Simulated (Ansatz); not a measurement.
ScSnCN (model structure, started from the AlSiCN type, P3m1, No. 156, 4 atoms in the cell) was calculated with PBE+SOC (Ansatz, a quantum-chemistry and plane-wave program, plane waves, PAW).

Run with plane-wave cutoff 520 eV, 12×12×6 k mesh (along the axes of the cell as run), Fermi–Dirac smearing 0.01 eV, PAW data made under PBE.

Cell (relaxed with PBEsol):

```yaml
crystal:
  lattice:
    - [3.57543, 0.00000, 0.00000]
    - [-1.78772, 3.09641, 0.00000]
    - [0.00000, 0.00000, 5.40588]
  atoms:
    - { symbol: Sc, position: [0.33333, 0.66667, 0.52741] }
    - { symbol: Sn, position: [0.66667, 0.33333, 0.00731] }
    - { symbol: C, position: [0.33333, 0.66667, 0.11000] }
    - { symbol: N, position: [0.66667, 0.33333, 0.60527] }
```

**Question.** Predict the band gap.

**Answer.** 
- band gap: 1.94 eV (direct)

Note: the relaxation could raise the start's symmetry but not lower it, so the cell can be a saddle point; cell and atoms aren't relaxed at this level (largest force component 0.05 eV/Å, pressure 4.2 GPa).

The computed numbers hold no vibrational or temperature effects.

Computing time: roughly 80 core-seconds.

A model structure was made by putting elements into a prototype or built by hand; it is no filed structure, need not be a known phase, and can be a saddle point held by its symmetry.
